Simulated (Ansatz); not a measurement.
Input and output of a zone-centre phonon calculation for Zn (P6_3/mmc, 2 atoms in the cell) (Ansatz, a quantum-chemistry and plane-wave program).

Method of the run: PBE (plane waves, PAW; Ansatz).

```yaml
crystal:
  lattice:
    - [1.33665, -2.31515, 0.00000]
    - [1.33665, 2.31515, 0.00000]
    - [0.00000, 0.00000, 4.97475]
  atoms:
    - { symbol: Zn, position: [0.33333, 0.66667, 0.25000] }
    - { symbol: Zn, position: [0.66667, 0.33333, 0.75000] }
```

Reference input (self-consistent single point, DFT, PBE, plane waves, default PAW files): basis.ecutwfc = 420 eV; kpoints.mp_grid.grid = 14 14 7; hamiltonian.xc = pbe; hamiltonian.pseudopotentials = {kind: paw} (the program's default PAW files); scf.occupations.method = gaussian; scf.occupations.width = 0.1 eV. This run's input differs from it in these lines:

```diff
@@ -22,6 +22,6 @@
     width: 0.1
-output:
-  forces: true
-  eigenvalues: true
-  stress: true
+  convergence:
+    dr2_threshold: 1.0e-11 eV
+phonons:
+  method: dfpt
```

Log, with long lists cut:

```
SCF iter   1: F=—  HF=-6638.050305 eV  |F-HF|=—  |Δ(HF+E_count)|=         —  Δρ=1.32e-3  dr2=3.66e-4  ethr=1.77e-3  ⟨swp⟩=5.0  Hψ=18005  notcnv=0
all-band conjugate gradients solve this SCF's bands
preconditioner: auto → none
SCF iter   2: F=—  HF=-6638.050364 eV  |F-HF|=—  |Δ(HF+E_count)|=   5.89e-5  Δρ=8.30e-4  dr2=1.64e-4  ethr=1.52e-6  ⟨swp⟩=2.1  Hψ=8228  notcnv=0
   [... lines left out ...]
SCF iter   5: F=—  HF=-6638.050354 eV  |F-HF|=—  |Δ(HF+E_count)|=   2.30e-6  Δρ=7.91e-5  dr2=1.11e-6  ethr=3.43e-8  ⟨swp⟩=2.5  Hψ=6447  notcnv=0
SCF iter   6: F=—  HF=-6638.050353 eV  |F-HF|=—  |Δ(HF+E_count)|=   7.05e-7  Δρ=5.47e-6  dr2=6.74e-9  ethr=4.63e-9  ⟨swp⟩=2.0  Hψ=5958  notcnv=0
SCF iter   7: F=—  HF=-6638.050353 eV  |F-HF|=—  |Δ(HF+E_count)|=  1.79e-10  Δρ=1.68e-6  dr2=4.67e-10  ethr=2.81e-11  ⟨swp⟩=2.1  Hψ=6394  notcnv=0
SCF iter   8: F=-6638.050353 eV  HF=-6638.050353 eV  |F-HF|=1.82e-12  |Δ(HF+E_count)|=  1.66e-10  Δρ=6.88e-8  dr2=5.73e-13  ethr=1.00e-12  ⟨swp⟩=5.2  Hψ=21053  notcnv=0
SCF 1 converged in 8 iterations: F = -6638.050353 eV  dr2 = 5.73e-13
DFPT response loops at Γ: preconditioner auto → Kerker (q_TF=auto, 2.617 Å⁻¹) (partly filled bands, converged f_vac=0.000) …
Free energy (F): -6638.050353 eV
Internal energy: -6638.047001 eV  (E = F + TS)
E sigma→0 (E₀):  -6638.048677 eV
Entropy (-TS):   -0.003353 eV (-1.676 meV/atom)
Fermi energy:    10.834479 eV
--- Phonons (Γ-DFPT): 2 representative perturbations + reference, on 228 of 1372 k-points (Σ response iterations 12) ---
  k mesh reduced under 4 symmetry operations, with k and −k counted as one. Each operation leaves every solved displacement unchanged or reverses it
  ASR residual: 1.734e-5 → 0.000e0 eV/Å²; symmetrization residual: 8.079e-13 eV/Å²
  ASR residual per site (eV/Å²): 1.73e-5 1.73e-5
  Γ frequencies (cm⁻¹): 0.00 0.00 0.00 64.12 64.12 131.69
  non-analytic LO–TO correction: not included (Born effective charges unavailable; polar crystals: no LO–TO splitting at Γ)
```

The run converged in 8 iterations. 

Summary of the result:
| Item | Value |
|---|---|
| Free energy E − TS (on the zero of these files) | -6638.0504 eV |
| Fermi level (on the code's own zero) | 10.83 eV |
| Zone-centre frequencies (cm⁻¹; negative means imaginary) | 0, 0, 0, 64, 64, 132 |

The starting cell has typed, rounded lattice constants, without a prior relaxation at this level. Its lattice was rescaled by up to half a per cent.

Cost on one core of a shared machine: roughly 40 s.

Keys are those of Ansatz 0.2.
